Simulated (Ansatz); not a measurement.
# BaTiO3, response to strain

Consider BaTiO$_{3}$ in the cubic perovskite structure (space group Pm-3m, No. 221; a = 4.019 Å).

Strains are applied to the cell and any free atomic positions relax.

Levels (all Ansatz, a quantum-chemistry and plane-wave program, PAW, earlier PAW set): PBE (420 eV, no SOC); r2SCAN (500 eV, scalar-relativistic without spin-orbit coupling); HSE06 (420 eV, no SOC); PBE+SOC (420 eV, with spin-orbit coupling).

Band gaps by level, all at the geometries relaxed with PBE:

```
case                          PBE   r2SCAN    HSE06  PBE+SOC
------------------------  -------  -------  -------  -------
base                      1.79 eV  2.13 eV  3.17 eV  1.77 eV
isotropic strain −3.81 %  2.00 eV  2.39 eV  3.43 eV  1.93 eV
isotropic strain −2.03 %  1.92 eV  2.29 eV  3.34 eV  1.90 eV
isotropic strain +1.47 %  1.69 eV  2.02 eV  3.05 eV  1.68 eV
```

Single points use the geometry relaxed with PBE. The hybrid gap comes from the SCF mesh plus the semilocal run's edge points and a few special points and is an upper bound. The spin-orbit shifts are approximate. Stability against distortions was not tested. The runs without spin-orbit coupling are not spin-polarised. Many cubic perovskites are stable only at high temperature; tilts and polar distortions were not tested. This is not the structure that BaTiO3 has at room temperature and ambient pressure.
